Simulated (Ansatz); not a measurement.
The parent structure is PbS in the rock salt structure (space group Fm-3m, No. 225; a = 5.903 Å).

Computed with Ansatz (a first-principles code), PBEsol, PAW, cutoff 420 eV, spin-orbit coupling left out.

Before the change:

```
Item        Result
--------  --------
Pressure  0.00 GPa
```

One thing is altered: every lattice vector is shortened by 0.39 %; the atoms relax in the strained cell.

**Question.** What does the calculation give for the energy relative to the base and pressure after the change?

**Answer.** The energy rises by 0.7 meV/atom; the pressure goes from zero to 0.72 GPa.

Stability against distortions was not tested.
